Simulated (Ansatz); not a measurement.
**SnO: O interstitial (started 2.26 Å from the nearest host atom), symmetric start**

Take a 16-atom supercell of SnO in the litharge type structure (space group P4/nmm, No. 129; a = 3.7934 Å, c = 4.7643 Å; layered, stacked along the Cartesian z axis) at its relaxed geometry as the base.

Now apply this change: a neutral O interstitial (started 2.26 Å from the nearest host atom), symmetric start, atoms relaxed at fixed cell.

Calculations: Kohn–Sham DFT with the r2SCAN+rVV10 functional, run in Ansatz (a first-principles code) with PAW and 500 eV plane waves, no SOC. Settings: 5×5×5 k-points, 0.05 eV Fermi–Dirac smearing.

Largest displacement of a host atom from its site in the perfect cell: 0.21 Å
Final site of the added atom: 4 Sn at 2.25 Å (tetrahedral)

In so small a cell the defect repeats every few ångströms: this is an ordered compound, not a dilute defect. The defect started on the symmetric site and kept its symmetry, so it may sit on a saddle. The final runs are not spin-polarised. The defect cell is not spin-polarised.
